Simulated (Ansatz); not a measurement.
Double-hcp La, treated with r²SCAN+rVV10 in Ansatz (plane waves, PAW).

Settings: plane-wave cutoff 560 eV, 18×18×6 k mesh (along the axes of the cell as run), Fermi–Dirac smearing 0.05 eV, scalar-relativistic PAW data made under PBE.

A third-order Birch–Murnaghan fit to the energies gives V0 = 36.025 Å³/atom, B0 = 23.3 GPa, B′ = 2.3.

```
V (Å³/atom)     P (GPa)
-----------  ----------
34.565       (withheld)
35.285       (withheld)
36.005            0.013
36.725       (withheld)
37.445       (withheld)
```

### Question
Estimate the withheld pressures from this fit; the answers are the runs' own values.

### Answer

- 34.565, P (GPa): 1.011
- 35.285, P (GPa): 0.495
- 36.725, P (GPa): -0.438
- 37.445, P (GPa): -0.863

The formula P = (3/2) B0 (x^(7/3) − x^(5/3)) [1 + (3/4)(B′ − 4)(x^(2/3) − 1)] with x = V0/V meets the computed pressures within 0.01 GPa when these rounded values are put in.

Shape and atoms are relaxed at each volume.

Measured, for comparison: bulk modulus 27.9 GPa (room temperature, no zero-point or thermal correction; as tabulated in Wikipedia's data pages). Computed (rounded) less measured: bulk modulus -16 %.

Note: the bulk modulus comes from volumes at which shape and atoms were relaxed.

Spin–orbit coupling is not included.

Ansatz is an electronic-structure program.
